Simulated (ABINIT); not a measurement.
ABINIT run on WSi₂ (P1, 3 atoms in the cell): self-consistent single point.

Method of the run: PBE, norm-conserving pseudopotentials (PseudoDojo nc-sr-05 PBE standard) (plane waves; ABINIT).

The change in words: lattice scaled by 0.98. Reference geometry:
```
WSi2
1.0
   -1.60500     1.60500     3.91500
    1.60500    -1.60500     3.91500
    1.60500     1.60500    -3.91500
Si W
2 1
Direct
  0.66474   0.66077   0.99957
  0.32434   0.33524   0.97244
  0.01092   0.00399   0.02799
```

Reference input (self-consistent single point, DFT, PBE, plane waves, norm-conserving pseudopotentials (PseudoDojo nc-sr-05 PBE standard)): pseudos = [Si.upf, W.upf]; ecut = 37 Ha; ixc = 11; occopt = 7; tsmear = 0.00499791 Ha; ngkpt = 7 7 9; nshiftk = 1; shiftk = 0 0 0; potentials = PseudoDojo nc-sr-05 PBE standard; nband = 16; kptopt = 1; nstep = 100. This run's input differs from it in these lines:

```diff
@@ -5,5 +5,5 @@
 rprim
-        -3.0330104300    3.0330104300    7.3982777779
-         3.0330104300   -3.0330104300    7.3982777779
-         3.0330104300    3.0330104300   -7.3982777779
+        -2.9723502214    2.9723502214    7.2503122224
+         2.9723502214   -2.9723502214    7.2503122224
+         2.9723502214    2.9723502214   -7.2503122224
 natom 3
```

Log, with long lists cut:

```
--- !BeginCycle
solver: {iscf: 7, nstep: 100, nline: 4, wfoptalg: 0, }
tolerances: {tolvrs: 1.00E-11, }
...

     iter   Etot(hartree)      deltaE(h)  residm     vres2
 ETOT  1  -84.300293033061    -8.430E+01 1.156E-01 5.965E+01
 ETOT  2  -84.336430448549    -3.614E-02 1.110E-01 1.908E+01
 ETOT  3  -84.337544127063    -1.114E-03 1.361E-02 4.719E+00
 ETOT  4  -84.337908630464    -3.645E-04 8.819E-03 5.950E-02
 ETOT  5  -84.337912972532    -4.342E-06 8.387E-03 7.162E-04
 ETOT  6  -84.337913030331    -5.780E-08 2.182E-03 1.904E-05
 ETOT  7  -84.337913031764    -1.433E-09 2.285E-03 1.079E-07
 ETOT  8  -84.337913031776    -1.134E-11 3.845E-03 7.558E-09
 ETOT  9  -84.337913031776    -1.847E-13 2.236E-03 1.092E-10
 ETOT 10  -84.337913031777    -7.816E-13 3.869E-03 1.154E-12
 At SCF step   10       vres2   =  1.15E-12 < tolvrs=  1.00E-11 =>converged.

 Cartesian components of stress tensor (hartree/bohr^3)
  sigma(1 1)= -7.93789734E-04  sigma(3 2)=  7.53746441E-05
  sigma(2 2)= -7.66288644E-04  sigma(3 1)=  3.66307717E-05
  sigma(3 3)= -8.56554236E-04  sigma(2 1)= -4.51431193E-05

 ----iterations are completed or convergence reached----

 reduced coordinates (array xred) for    3 atoms
       0.664740000000      0.660768000000      0.999574000000
       0.324344000000      0.335239000000      0.972440000000
       0.010916000000      0.003994000000      0.027986000000
 cartesian forces (eV/Angstrom) at end:
    1      0.18846523038686     0.10160817056108     0.64210016986318
    2      0.65475830925495     1.31093327490668    -2.14712056537200
   [... lines left out ...]
 Fermi (or HOMO) energy (hartree) =   0.53935   Average Vxc (hartree)=  -0.47302
   [... lines left out ...]
total_energy        : -8.43379130317765E+01
total_energy_eV     : -2.29495132545897E+03
band_energy         : -4.70078422538254E+00
...

-Cartesian components of stress tensor (GPa)         [Pressure=  2.3700E+01 GPa]
- sigma(1 1)= -2.33540963E+01  sigma(3 2)=  2.21759822E+00
- sigma(2 2)= -2.25449865E+01  sigma(3 1)=  1.07771433E+00
- sigma(3 3)= -2.52006914E+01  sigma(2 1)= -1.32815620E+00

 Calculation completed.
```

The run converged in 10 iterations. Against the reference run the free energy goes up by 73.5 meV/atom, the pressure goes from 6.87 to 23.70 GPa and the largest force goes from 2.052 to 2.599 eV/Å.

The starting cell has typed, rounded lattice constants, without a prior relaxation at this level. Its atoms were displaced at random from the sites of space group no. 139. For this run, on top of that: lattice scaled by 0.98. Spin polarisation is off. With a pressure of about 24 GPa the cell is away from its equilibrium volume at this level. Forces in this geometry exceed 1 eV/Å.

Cost on one core of a shared machine: roughly 9 min.
